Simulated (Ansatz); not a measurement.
## Short convergence ladders for a (110) slab of LaZn (cut from a parent of space group no. 221; 8 atoms in the cell)

```yaml
crystal:
  lattice:
    - [3.76749, 0.00000, 0.00000]
    - [0.00000, 5.32803, 0.00000]
    - [0.00000, 0.00000, 21.99198]
  atoms:
    - { symbol: La, position: [0.00000, 0.25000, 0.31830] }
    - { symbol: Zn, position: [0.50000, 0.75000, 0.31830] }
    - { symbol: La, position: [0.00000, 0.75000, 0.43943] }
    - { symbol: Zn, position: [0.50000, 0.25000, 0.43943] }
    - { symbol: La, position: [0.00000, 0.25000, 0.56057] }
    - { symbol: Zn, position: [0.50000, 0.75000, 0.56057] }
    - { symbol: La, position: [0.00000, 0.75000, 0.68170] }
    - { symbol: Zn, position: [0.50000, 0.25000, 0.68170] }
```

Base method: PBEsol, default PAW files made with PBE (plane waves; Ansatz, a program for electronic structure).

Base settings: basis.ecutwfc = 420 eV; kpoints.mp_grid.grid = 5 3 1; hamiltonian.xc = pbesol; hamiltonian.pseudopotentials = {kind: paw} (the program's default PAW files); scf.occupations.method = gaussian; scf.occupations.width = 0.1 eV.

The count of work is k-points × plane waves × bands × iterations; it is no time. 

**The vacuum**

The mesh stays at the base's, so the ladder's end is converged at best in this setting alone.

Only quantities that move along the ladder and can be compared are tabulated.

| vacuum between outermost atoms (Å) | free energy less the last step's (meV/atom) | largest difference of a force vector from the last step's (eV/Å) | count of work / last |
|---|---|---|---|
| 3.0 | -210.14 | 0.833 | 0.29 |
| 4.0 | -94.57 | 0.863 | 0.36 |
| 5.0 | -25.07 | 0.410 | 0.43 |
| 6.0 | -2.06 | 0.122 | 0.46 |
| 7.0 | 1.72 | 0.018 | 0.45 |
| 8.0 | 1.11 | 0.005 | 0.42 |
| 10.0 | 0.19 | 0.001 | 0.47 |
| 12.0 | 0.03 | 0.000 | 0.53 |
| 14.0 | 0.00 | 0.000 | 0.58 |
| 17.0 | 0.00 | 0.000 | 0.66 |
| 20.0 | 0.00 | 0.000 | 0.74 |
| 25.0 | 0.00 | 0.000 | 0.87 |
| 30.0 | 0.00 | 0.000 | 1.0 |

Smallest vacuum between outermost atoms (Å) that holds the free energy within 5 meV/atom of the last step, with all finer ones: 6.0; the step before is off by 25 meV/atom.

Smallest vacuum between outermost atoms (Å) that holds the forces within 0.02 eV/Å of the last step, with all finer ones: 7.0, at 0.45 of the last step's count of work; the step before is off by 0.12 eV/Å.

**The plane-wave cutoff**

The mesh stays at the base's, so the ladder's end is converged at best in this setting alone.

Only quantities that move along the ladder and can be compared are tabulated.

| basis.ecutwfc | free energy less the last step's (meV/atom) | largest difference of a force vector from the last step's (eV/Å) | count of work / last |
|---|---|---|---|
| 210 eV | 2766.49 | 0.090 | 0.16 |
| 250 eV | 678.97 | 0.026 | 0.18 |
| 295 eV | 95.56 | 0.005 | 0.23 |
| 355 eV | 4.32 | 0.002 | 0.27 |
| 420 eV | 0.78 | 0.000 | 0.35 |
| 505 eV | 0.21 | 0.000 | 0.46 |
| 630 eV | 0.08 | 0.000 | 0.65 |
| 840 eV | 0.00 | 0.000 | 1.0 |

Coarsest basis.ecutwfc that holds the free energy within 2 meV/atom of the last step, with all finer ones: 420 eV, at 0.35 of the last step's count of work; the step before is off by 4.3 meV/atom.

Coarsest basis.ecutwfc that holds the forces within 0.02 eV/Å of the last step, with all finer ones: 295 eV, at 0.23 of the last step's count of work; the step before is off by 0.026 eV/Å.

On the base run: the starting cell comes from a database of computed structures (which also holds hypothetical and non-ambient phases and stackings), without a prior relaxation at this level. The slab is cut from that crystal, and its faces are unrelaxed. Its lattice was rescaled by up to half a per cent. Without a gap this mesh is coarse (it stands for a supercell whose shortest in-plane vector is 16 Å).

Left out of this page: 1 run of the series outside the window shown, repeating another row's setting, or not comparable.

Keys are those of Ansatz 0.2.
